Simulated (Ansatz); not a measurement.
Start from HfO₂ in the fluorite structure (space group Fm-3m, No. 225; a = 5.098 Å).

(Cell as relaxed with PBE.)

Levels (all Ansatz, a first-principles code, PAW, earlier PAW set): PBE (420 eV, scalar-relativistic without spin-orbit coupling); r2SCAN (500 eV, no spin-orbit coupling).

Each level relaxes its own structure.

```
base                      PBE    r2SCAN
-------------------  --------  --------
volume per atom      11.04 Å³  10.79 Å³
lattice parameter a   5.098 Å   5.059 Å
band gap              3.75 eV   4.30 eV
```

Modification: cell and atoms relaxed at a pressure of 3 GPa.

| quantity | PBE | r2SCAN |
|---|---|---|
| volume per atom | 10.91 Å³ | ___ |
| band gap | 3.78 eV | ___ |
| gap character | direct at X | ___ |

### Question
What does r2SCAN give?

### Answer

- volume per atom, r2SCAN: 10.67 Å³
- band gap, r2SCAN: 4.33 eV
- gap character, r2SCAN: direct at X

PBE's volume per atom lies 0.24 Å³ above r2SCAN's (2.2 %); PBE's band gap lies 0.55 eV below r2SCAN's; the two agree on the gap character. Neither level is exact; r2SCAN is the comparison here, not a measurement.

With Hf present, leaving out spin-orbit coupling can change the band edges. Load acts through the strain it causes; cell and atoms are relaxed under it. Stability against distortions was not tested. This is not the structure that HfO2 has at room temperature and ambient pressure.
